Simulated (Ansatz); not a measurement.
Consider CdS in the wurtzite structure (space group P6_3mc, No. 186; a = 4.124 Å, c = 6.708 Å). Axes: x lies along a and z along c of the hexagonal cell.

Calculations: plane-wave PAW DFT at the PBEsol level (Ansatz, a quantum-chemistry and plane-wave program, 420 eV), no spin-orbit coupling.

Before the change:

* **Band gap**: 1.09 eV
* **Valence-band top at Γ**: 0.00, 0.00, -0.05 eV

One thing is altered: the cell is compressed by 0.60 % along z with no lateral relaxation, atoms relaxed at fixed cell.

### Question
How does this affect the band gap, valence-band top at Γ and stress?

### Answer
The band gap grows by 0.024 eV to 1.12 eV; the valence-band top at Γ (three highest levels, from the VBM) changes from 0.00, 0.00, -0.05 eV to 0.00, 0.00, -0.03 eV; the stress (xx, yy, zz, yz, xz, xy; compression positive) comes out as (0.27, 0.27, 0.58, 0.00, 0.00, 0.00) GPa.

The cells carry an imposed strain or load. Whether these cells are dynamically stable was not tested.
